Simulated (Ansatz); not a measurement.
**InSb (within 0.1 Å of P4/mmm, No. 123, 2 atoms in the cell; start mp-19744; another space group than a measured phase of this formula)**

Level of theory: r²SCAN-D4 (PAW; Ansatz, an electronic-structure program).

Numerical settings: plane-wave cutoff 500 eV, 14×8×12 k mesh (along the axes of the cell as run), Fermi–Dirac smearing 0.05 eV, scalar-relativistic PAW data made under PBE.

Cell (relaxed at this level):

InSb is taken in the tetragonal space group P4/mmm (No. 123), Pearson symbol tP2. Lattice parameters: a = b = 3.0410 Å, c = 6.1503 Å, α = β = γ = 90.00°. In on 1a has 4 In at 3.041 Å and 2 Sb at 3.075 Å (octahedral). Sb on 1b sees 4 Sb at 3.041 Å and 2 In at 3.075 Å (octahedral). (Neighbours: up to the widest gap in distance over summed covalent radii, below 1.35, at either atom; cation-cation and far metal-metal contacts left out.)

- band gap: none

Spin–orbit coupling is not included.

The computed numbers hold no vibrational or temperature effects.

A start named mp-… is a Materials Project structure, which need not be a measured phase.
